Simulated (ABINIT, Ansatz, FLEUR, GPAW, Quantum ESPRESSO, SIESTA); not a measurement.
Code comparison for Mg₃Re (P6_3/mmc, 8 atoms in the cell)

Self-consistent single point, at a second geometry (lattice scaled by 0.98). First geometry:

```
Mg3Re
1.0
    5.90966     0.00000     0.00000
   -2.95483     5.11792     0.00000
    0.00000     0.00000     4.81478
Mg Re
6 2
Direct
  0.34922   0.17461   0.75000
  0.65078   0.82539   0.25000
  0.17461   0.34922   0.25000
  0.82539   0.65078   0.75000
  0.82539   0.17461   0.75000
  0.17461   0.82539   0.25000
  0.33333   0.66667   0.75000
  0.66667   0.33333   0.25000
```
Moments meant for the start (each program seeds them in its own way; μB, in the order of the atoms Mg Mg Mg Mg Mg Mg Re Re): 0.0 0.0 0.0 0.0 0.0 0.0 1.0 1.0.

Shared settings, as Ansatz (a program for electronic structure) writes them: kpoints.mp_grid.grid = 3 3 3; scf.occupations.method = fermi_dirac; scf.occupations.width = 0.05 eV. Potentials and cutoffs stand in the table.

```
code                                                                                                                                      model  ΔF from the first geometry (meV/atom)  pressure (GPa)  largest force (eV/Å)           cutoff
----------------  -----------------------------------------------------------------------------------------------------------------------------  -------------------------------------  --------------  --------------------  ---------------
FLEUR                                                                           PBEsol, all-electron FLAPW (FLEUR), scalar-relativistic valence                                   -3.6               –                     –  Kmax 4.1 1/bohr
SIESTA            GGA PBEsol, numerical atomic orbitals TZP, PseudoDojo PBEsol standard norm-conserving potentials (rewritten from UPF to PSML)                                    4.9            3.69                 0.218      grid 350 Ry
ABINIT                                                           PBEsol, norm-conserving pseudopotentials (PseudoDojo nc-sr-04 PBEsol standard)                                   -3.6            2.10                 0.126          1143 eV
Quantum ESPRESSO                                                                           PBEsol, GBRV 1.5 ultrasoft (PBESOL) pseudopotentials                                   -4.2            1.84                 0.119            40 Ry
Ansatz                                                                                                          PBEsol, PAW files made with PBE                                   -4.2            2.01                 0.118          default
GPAW                                                                                      PBEsol, GPAW PAW datasets PBEsol (made by gpaw-setup)                                   -3.6            2.13                 0.124           850 eV
```

A dash marks a value that a program does not give, or that is left out as unsure.

On Ansatz's run: spin-orbit coupling is off. The starting moments vanished: the run ended non-magnetic. The program warned that a starting moment was not kept.

The spread over the programs that give each value: ΔF from the first geometry within 9.1 meV/atom; pressure within 1.85 GPa; largest force within 0.100 eV/Å.

SIESTA uses small atom-centred bases, whose incompleteness enters pressures, forces and empty levels differently from a plane-wave cutoff. FLEUR treats all electrons, but the usual bases taken here (sphere radii, linearisation, local orbitals, empty states) were not tested for convergence, so the values are no reference for the others. Ansatz's pressure is given at a fixed set of plane waves, as the other plane-wave codes print theirs. In the pressure, SIESTA (by 1.63) lies more than 1 GPa from the median of the plane-wave programs. In the force vectors, SIESTA (by 0.097) lies more than 0.08 eV/Å from the median of the plane-wave programs.

The shared mesh is coarse (it stands for a supercell whose shortest vector is 14 Å), so the values are not converged in it.

The starting cell comes from a database of computed structures (which also holds hypothetical and non-ambient phases and stackings), without a prior relaxation at this level. For this run, on top of that: lattice scaled by 0.98.

Keys are those of Ansatz 0.2.
